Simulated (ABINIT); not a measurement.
A self-consistent single point of RbCl (Fm-3m, 2 atoms in the cell) with ABINIT.

Computed with PBE, PAW (JTH v2.0 PBE PAW) (plane waves; ABINIT).

The change in words: lattice scaled by 0.98. Reference geometry:
```
RbCl
1.0
    0.00000     3.29000     3.29000
    3.29000     0.00000     3.29000
    3.29000     3.29000     0.00000
Rb Cl
1 1
Cartesian
  0.00000   0.00000   0.00000
  3.29000   3.29000   3.29000
```

Reference input (self-consistent single point, DFT, PBE, plane waves, PAW (JTH v2.0 PBE PAW)): pseudos = [Rb.GGA_PBE-JTH.xml, Cl.GGA_PBE-JTH.xml]; ecut = 52 Ry; pawecutdg = 104 Ry; pawxcdev = 0; occopt = 3; tsmear = 0.00183747 Ha; ngkpt = 9 9 9; nshiftk = 1; shiftk = 0 0 0; potentials = JTH v2.0 PBE PAW; nband = 13; kptopt = 1. This run's input differs from it in these lines:

```diff
@@ -5,5 +5,5 @@
 rprim
-        -0.0000000000    6.2171989500    6.2171989500
-         6.2171989500   -0.0000000000    6.2171989500
-         6.2171989500    6.2171989500   -0.0000000000
+        -0.0000000000    6.0928549710    6.0928549710
+         6.0928549710   -0.0000000000    6.0928549710
+         6.0928549710    6.0928549710   -0.0000000000
 natom 2
@@ -14,3 +14,3 @@
          0.0000000000    0.0000000000    0.0000000000
-         3.2900000000    3.2900000000    3.2900000000
+         3.2242000000    3.2242000000    3.2242000000
       Angstrom
```

Log, with long lists cut:

```
--- !BeginCycle
solver: {iscf: 17, nstep: 80, nline: 4, wfoptalg: 10, }
tolerances: {tolvrs: 1.00E-12, }
...

     iter   Etot(hartree)      deltaE(h)  residm     nres2
 ETOT  1  -39.622340831807    -3.962E+01 4.301E-02 3.548E+00
 ETOT  2  -39.647352433782    -2.501E-02 5.639E-03 7.949E-01
 ETOT  3  -39.646861441721     4.910E-04 9.166E-04 2.854E-01
 ETOT  4  -39.647184358325    -3.229E-04 1.205E-03 2.418E-02
 ETOT  5  -39.647398078847    -2.137E-04 2.225E-04 7.118E-04
   [... 5 lines left out ...]
 ETOT 11  -39.647417771418    -1.048E-11 1.394E-05 2.731E-10
 ETOT 12  -39.647417771419    -2.345E-13 1.727E-05 3.729E-11
 ETOT 13  -39.647417771418     6.253E-13 1.039E-05 2.399E-12
 ETOT 14  -39.647417771418    -4.761E-13 1.283E-05 3.484E-13
 At SCF step   14       nres2   =  3.48E-13 < tolvrs=  1.00E-12 =>converged.

 Cartesian components of stress tensor (hartree/bohr^3)
  sigma(1 1)= -7.93847540E-05  sigma(3 2)=  0.00000000E+00
  sigma(2 2)= -7.93847540E-05  sigma(3 1)=  0.00000000E+00
  sigma(3 3)= -7.93847540E-05  sigma(2 1)=  0.00000000E+00

 ----iterations are completed or convergence reached----

 reduced coordinates (array xred) for    2 atoms
       0.000000000000      0.000000000000      0.000000000000
       0.500000000000      0.500000000000      0.500000000000
 cartesian forces (eV/Angstrom) at end:
    1     -0.00000000000000    -0.00000000000000    -0.00000000000000
    2     -0.00000000000000    -0.00000000000000    -0.00000000000000
 frms,max,avg= 0.0000000E+00 0.0000000E+00   0.000E+00  0.000E+00  0.000E+00 e/A
   [... lines left out ...]
 Fermi (or HOMO) energy (hartree) =   0.07035   Average Vxc (hartree)=  -0.28540
   [... lines left out ...]
'-kT*entropy'       :  1.25439546998137E-15
total_energy        : -3.96474177303564E+01
total_energy_eV     : -1.07886110291850E+03
...

-Cartesian components of stress tensor (GPa)         [Pressure=  2.3356E+00 GPa]
- sigma(1 1)= -2.33557970E+00  sigma(3 2)=  0.00000000E+00
- sigma(2 2)= -2.33557970E+00  sigma(3 1)=  0.00000000E+00
- sigma(3 3)= -2.33557970E+00  sigma(2 1)=  0.00000000E+00

 Calculation completed.
```

The run converged in 14 iterations. Against the reference run the free energy rises by 21.2 meV/atom, the pressure goes from 0.98 to 2.34 GPa and the gap on the mesh goes from 4.989 to 5.189 eV.

The starting cell has typed, rounded lattice constants, without a prior relaxation at this level. For this run, on top of that: lattice scaled by 0.98.

Cost on one core of a shared machine: roughly 2 min.
